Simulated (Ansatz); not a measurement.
The reference is ZnO in the wurtzite structure (space group P6_3mc, No. 186; a = 3.235 Å, c = 5.211 Å). Axes: x lies along a and z along c of the hexagonal cell.

Calculations: r2SCAN in Ansatz (plane waves to 500 eV, PAW, spin-orbit coupling left out).

Strains are applied to the cell and any free atomic positions relax; under biaxial strain the out-of-plane vector relaxes too; under stress the whole cell relaxes.

One change was made to it. Results:

```tsv
quantity	base	after
electron mass	0.19 mₑ (at Γ)	0.20 mₑ (at Γ)
valence-band top at Γ (three highest levels, from the VBM)	0.00, 0.00, -0.10 eV	0.00, 0.00, -0.11 eV
band gap	1.24 eV	1.28 eV
```

Q: Which change produced these results?
A) isotropic strain −1.02 %
B) isotropic strain −0.28 %
C) biaxial strain +2.57 %, plane normal [001], relaxed out of plane
D) uniaxial stress, 8 GPa tension along x

A: A, isotropic strain −1.02 %. For comparison, the electron mass in the other runs: biaxial strain +2.57 %, plane normal [001], relaxed out of plane gives 0.20 mₑ out of plane, 0.18 mₑ in plane (at Γ); uniaxial stress, 8 GPa tension along x gives 0.18 mₑ along x, 0.19 mₑ along y, 0.19 mₑ along z (at Γ); isotropic strain −0.28 % gives 0.19 mₑ (at Γ).

Masses are band curvatures over ±0.01 Å⁻¹ around the edge. Stability under load was not tested beyond the relaxation.

Ansatz is a first-principles code.
